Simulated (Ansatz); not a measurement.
Symmetric slabs, relaxed from ideal cuts in 1x1 cells, of elemental solids: work function (eV) by functional, in Ansatz (plane waves, PAW). All structures are PBE's; the other columns are single points with references at the same level. No spin-orbit coupling, Hubbard U or dispersion.

| system | PBE | LDA | PBEsol | RPBE | r2SCAN |
|---|---|---|---|---|---|
| hcp Zr (32-51), ideal cut with outer spacing 0.11 Å | 3.28 | 3.52 | (withheld) | 3.14 | 3.26 |
| hcp Tl (31-40), ideal cut with outer spacing 0.57 Å | 3.54 | 3.87 | 3.63 | 3.39 | 3.56 |
| hcp Re (31-43), ideal cut with outer spacing 0.10 Å | 4.68 | 4.98 | 4.79 | 4.54 | (withheld) |
| hcp Zn (30-31), ideal cut with outer spacing 0.38 Å | 4.10 | 4.42 | 4.22 | 3.96 | 4.20 |
| hcp Y (30-31), ideal cut with outer spacing 0.52 Å | 3.20 | 3.37 | 3.25 | 3.10 | 3.27 |
| hcp Cd (10-13), ideal cut with outer spacing 1.29 Å | 3.93 | 4.27 | 4.03 | 3.77 | 3.97 |
| hcp Sc (21-32), ideal cut with outer spacing 0.67 Å | 3.13 | 3.30 | 3.18 | 3.03 | 3.16 |
| hcp Sc (31-41), ideal cut with outer spacing 0.13 Å | 3.18 | 3.35 | 3.23 | 3.08 | 3.22 |
| bcc V (321), ideal cut with outer spacing 0.80 Å | 4.15 | 4.40 | 4.23 | 4.02 | 4.19 |
| hcp Ti (32-51), ideal cut with outer spacing 0.10 Å | 3.39 | 3.62 | (withheld) | (withheld) | (withheld) |
| fcc Ir (331), ideal cut with outer spacing 0.89 Å | 5.05 | 5.41 | 5.17 | (withheld) | 5.06 |
| hcp Ti (33-61), ideal cut with outer spacing 0.24 Å | 3.33 | 3.57 | 3.39 | 3.20 | 3.32 |

Complete the blanks.


- hcp Zr (32-51), ideal cut with outer spacing 0.11 Å, PBEsol: 3.34
- hcp Re (31-43), ideal cut with outer spacing 0.10 Å, r2SCAN: 4.73
- hcp Ti (32-51), ideal cut with outer spacing 0.10 Å, PBEsol: 3.45
- hcp Ti (32-51), ideal cut with outer spacing 0.10 Å, RPBE: 3.27
- hcp Ti (32-51), ideal cut with outer spacing 0.10 Å, r2SCAN: 3.41
- fcc Ir (331), ideal cut with outer spacing 0.89 Å, RPBE: 4.90

The rows are a random draw from the class, without slabs that broke up, higher cuts of a face and adsorbates that left their site. Mean shift from PBE over these rows: LDA 0.26 eV (from 0.17 to 0.36, 12 rows); PBEsol 0.08 eV (from 0.04 to 0.12, 12 rows); RPBE -0.13 eV (from -0.16 to -0.10, 12 rows); r2SCAN 0.03 eV (from -0.02 to 0.09, 12 rows).

Ansatz is an electronic-structure program.
